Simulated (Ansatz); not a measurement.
We consider Sb2TeO2 (model structure, started from the La2SO2 type, P-3m1, No. 164, 5 atoms in the cell), described by PBEsol (Ansatz, an electronic-structure program, plane waves, PAW).

Run with plane-wave cutoff 520 eV, 18×18×10 k mesh (along the axes of the cell as run), Fermi–Dirac smearing 0.05 eV, scalar-relativistic PAW data made under PBE.

Cell (relaxed at this level):

```xyz
5
Lattice="3.9638 0.0000 0.0000 -1.9819 3.4328 0.0000 0.0000 0.0000 7.0646" Properties=species:S:1:pos:R:3 pbc="T T T"
Sb     1.9819     1.1443     5.6567
Sb     0.0000     2.2885     1.4079
Te     0.0000     0.0000     3.5323
O      1.9819     1.1443     0.7595
O      0.0000     2.2885     6.3050
```

Problem. Give the computed band gap, smallest direct gap on the k points sampled and Γ–Γ gap.

Solution. 
band gap: 0.04 eV (under three smearing widths, so not firm)
smallest direct gap on the k points sampled: 0.83 eV
Γ–Γ gap: 2.13 eV

Note: the relaxation could raise the start's symmetry but not lower it, so the cell can be a saddle point.

Spin–orbit coupling is not included; it can close the smallest gap of 0.04 eV.

Static lattice: no zero-point or thermal effects.

It cost around 80 core-seconds (rough) of CPU time.

A model structure was made by putting elements into a prototype or built by hand; it is no filed structure, need not be a known phase, and can be a saddle point held by its symmetry.
